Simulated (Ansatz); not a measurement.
The starting structures come from a database of crystals and need not be the phases stable at ambient conditions.

 Where the default PAW files enter, the runs use the earlier of Ansatz's two default sets.

**Evanescent states of K2Sn(HO)6 (R-3, not sure to be the ambient phase, 15 atoms a cell, 10.9 Å³ an atom, -4 GPa at this level) along the normal of (001)**

Calculation: r2SCAN (plane waves, PAW; Ansatz, a first-principles code).

The gap is the functional's own, uncorrected, and κ follows it; spin-orbit coupling is left out. Mid-gap values are interpolated between the computed energies.

Energies count from the valence-band top; κ is the least over a 6×6 mesh across the current.

| E (eV) | κ (1/Å) | where |
|---|---|---|
| 0.10 | 0.242 | Γ |
| 0.30 | 0.293 | Γ |
| 0.50 | 0.326 | Γ |
| 0.70 | 0.349 | Γ |
| 0.90 | 0.365 | Γ |
| 1.10 | [?] | Γ |
| 1.30 | [?] | Γ |
| 1.50 | [?] | Γ |
| 1.70 | [?] | Γ |
| 1.90 | [?] | Γ |
| 2.10 | [?] | Γ |
| 2.30 | [?] | Γ |
| 2.50 | 0.365 | Γ |
| 2.70 | [?] | Γ |
| 2.90 | [?] | Γ |
| 3.10 | [?] | Γ |
| 3.30 | 0.298 | Γ |
| 3.50 | 0.272 | Γ |
| 3.70 | 0.240 | Γ |
| 3.90 | 0.198 | Γ |
| 4.10 | 0.139 | Γ |

Task: Complete the blanks.

Result: 
- 1.10, κ (1/Å): 0.376
- 1.30, κ (1/Å): 0.383
- 1.50, κ (1/Å): 0.386
- 1.70, κ (1/Å): 0.387
- 1.90, κ (1/Å): 0.385
- 2.10, κ (1/Å): 0.381
- 2.30, κ (1/Å): 0.374
- 2.70, κ (1/Å): 0.353
- 2.90, κ (1/Å): 0.338
- 3.10, κ (1/Å): 0.320
